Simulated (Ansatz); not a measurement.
# The (111)B surface of zinc-blende AlAs, As-terminated, OH on every top atom (bottom of the slab: 3 H on 4 bottom sites)

Computed with PBE (plane waves to 420 eV, PAW; Ansatz, a first-principles code).

Model: 43-atom slab, 14.8 Å thick at the start with caps and adatoms, 3x3x1 mesh, Fermi-Dirac 0.025 eV, dipole correction, 8 atoms held, the rest relaxed; no symmetry held; spin-polarised, no spin-orbit, no U. The slab shows no gap over 0.04 eV on its mesh. The starting moment vanished. It is one candidate, not shown to be the stable structure of the face.

```json
{
  "work_function_of_the_top_face": "3.61 eV",
  "energy_released_by_relaxation": "1.13 eV",
  "cost": "very roughly 60 core-minutes"
}
```
